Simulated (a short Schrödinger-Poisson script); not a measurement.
Structure: gated Al0.4Ga0.6As/GaAs δ-doped gas, at 20 K.

```csv
layer,material,thickness (nm),Na (cm⁻³)
1,Al0.4Ga0.6As,15,-
2,Al0.4Ga0.6As,2,-
3,GaAs,6000,9e15
```

The device is made up for the run: typed textbook-type constants, with dimensions and the other settings drawn at random. Al0.4Ga0.6As: permittivity 11.76, conduction-band edge (eV) 0.316, gap (eV) 1.923, electron mass (mₑ) 0.1002, Nv at 300 K (cm⁻³) 9e18. GaAs: permittivity 12.9, conduction-band edge (eV) 0, gap (eV) 1.424, Nv at 300 K (cm⁻³) 9e18.

Channel valleys (confinement mass, in-plane density-of-states mass, number): Γ 0.067, 0.067, 1. At the gate the conduction-band edge of layer 1 lies 1.07 eV − eVg above the Fermi level of the channel; the field vanishes at the back. Sheet of ionised δ-doping: +4.5e12 e/cm² at 15 nm from the gate. The barrier under the gate holds no holes. Gaps are held at their typed values at every temperature. Mesh 0.08 nm at interfaces.

Solved with a short Schrödinger-Poisson script written for these runs: 1D Poisson equation in equilibrium, electrons quantum, Hartree (BenDaniel-Duke, 40 states a valley, the channel's in-plane mass for all, wave functions free to enter the barrier), parabolic valleys, classical holes, full ionisation, no traps, pinning or gate leakage.

The same stack at other levels of the model or other numerical settings:

```
run                                                                  sheet density of all electrons at Vg = 0.5 V (cm⁻²)  sheet density of all electrons at Vg = 0 V (cm⁻²)  capacitance at Vg = 0.5 V (μF/cm²)  centroid of the channel electrons at Vg = 0.5 V (nm)  rough cost against the base
-------------------------------------------------------------------  ---------------------------------------------------  -------------------------------------------------  ----------------------------------  ----------------------------------------------------  ---------------------------
base                                                                                                             1.87e12                                            3.39e11                               0.512                                                  3.78                      about 1
electrons treated as classical, Boltzmann                                                                        2.49e12                                            6.01e11                                 [?]                                                  0.18                         0.02
electrons treated as classical, Fermi-Dirac                                                                      1.91e12                                            3.99e11                               0.498                                                  3.20                          0.1
electrons treated as quantum, Hartree plus LDA exchange-correlation                                              1.91e12                                                [?]                               0.512                                                  3.60                            2
mesh six times as coarse                                                                                         1.87e12                                            3.39e11                               0.512                                                  3.75                          0.3
one subband a valley                                                                                             1.86e12                                            3.39e11                               0.503                                                   [?]                          0.3
```

Q: Some entries are withheld; supply them.

A: 
- one subband a valley, centroid of the channel electrons at Vg = 0.5 V (nm): 3.70
- electrons treated as classical, Boltzmann, capacitance at Vg = 0.5 V (μF/cm²): 0.608
- electrons treated as quantum, Hartree plus LDA exchange-correlation, sheet density of all electrons at Vg = 0 V (cm⁻²): 3.65e11

The classical rows ignore confinement, and Boltzmann statistics overrate the density once the band edge passes the Fermi level.
